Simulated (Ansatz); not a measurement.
An Ansatz (a program for electronic structure) input (r2SCAN (Ansatz), without spin-orbit coupling):

Ansatz 0.2 input:
```yaml
crystal:
  lattice:
    - [4.1635564157, -0.0766094381, 0]
    - [-2.1481239273, 3.6440503451, 0]
    - [0, 0, 6.7672231141]
  atoms:
    - { symbol: Cd, position: [0.6666666667, 0.3333333333, 0.0009904713] }
    - { symbol: Cd, position: [0.3333333333, 0.6666666667, 0.5009904713] }
    - { symbol: S, position: [0.6666666667, 0.3333333333, 0.6242095287] }
    - { symbol: S, position: [0.3333333333, 0.6666666667, 0.1242095287] }
basis: { ecutwfc: 500, ecutrho_ratio: 4, xc_grid: 4, fft_grid_basis: typed }
kpoints: { mp_grid: { grid: [9, 9, 5] } }
hamiltonian:
  xc: r2scan
  dispersion: none
  pseudopotentials: { kind: paw }
scf: { occupations: { method: fermi_dirac, width: 0.05 }, convergence: { dr2_threshold: 0.0000000004 } }
relax: { f_tol: 0.005, max_steps: 50 }
output: { forces: true, stress: true }
checkpoint: { write: state.ck, write_every: 1000 }
```

**Question.** Which symmetry and how many k-points will the program report, and about how many plane waves at Γ?

**Answer.** Space group P21 (ITA 4) with 2 operations, k-points 123 of 405, and 2605 plane waves at Γ.

The cells carry an imposed strain or load. Stability against distortions was not tested. The cell was made from CdS in the wurtzite structure (space group P6_3mc, No. 186) by this change: tensor shear ε_xy = −1.84 %.
